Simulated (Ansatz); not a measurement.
## Ca under a change: pressure 0.3 GPa

Take Ca in the fcc (Cu type) structure (space group Fm-3m, No. 225; a = 5.527 Å) as the base.

It is then changed as follows: a hydrostatic pressure of 0.3 GPa.

Calculations: PBE/PAW in Ansatz (a first-principles code), scalar-relativistic without spin-orbit coupling. k-mesh 15×15×15 (Γ-centred); smearing 0.05 eV (Fermi–Dirac).

| quantity | base | changed | shift |
|---|---|---|---|
| volume per atom | 42.20 Å³ | 41.49 Å³ | -0.71 Å³ |
| density | 1.58 g/cm³ | 1.60 g/cm³ | +0.027 g/cm³ |
| shortest interatomic distance | 3.908 Å | 3.886 Å | -0.022 Å |
| enthalpy H = E + PV relative to the base's energy | – | +0.08 eV/atom | – |
| band gap | zero | zero | – |

Load acts through the strain it causes; cell and atoms are relaxed under it. Whether these cells are dynamically stable was not tested.
